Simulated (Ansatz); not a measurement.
The starting structures come from a database of crystals and need not be the phases stable at ambient conditions.

Given:

```
N4Si3
1.0
    9.12310     0.00000     0.00000
   -4.56155     7.90084     0.00000
    4.56155     2.63361     1.86225
N Si
8 6
Direct
  0.87751   0.43875   0.68374
  0.06125   0.50000   0.93875
  0.50000   0.00000   0.43875
  0.56125   0.56125   0.93875
  0.56125   0.50000   0.43875
  0.87751   0.93875   0.18374
  0.06125   0.06125   0.43875
  0.50000   0.00000   0.93875
  0.62500   0.87500   0.25000
  0.87500   0.75000   0.25000
  0.87500   0.62500   0.75000
  0.62500   0.25000   0.75000
  0.00000   0.12500   0.25000
  0.00000   0.37500   0.75000
```

The cell was relaxed by PBE-D3(BJ); by r2SCAN it stands under a pressure of -1.3 GPa.

Transport runs along the normal of the first two printed cell vectors, the (111) plane of the conventional cell.

The gap is the functional's own. No spin-orbit coupling. Mid-gap values are those at the computed energy nearest the middle.

Problem. Predict the band gap and the smallest decay constant κ at mid-gap from Ansatz (a quantum-chemistry and plane-wave program) with r2SCAN.

Solution. Gap 4.73 eV on a 16×16×16 mesh; κ = 0.378 1/Å, at the zone centre.
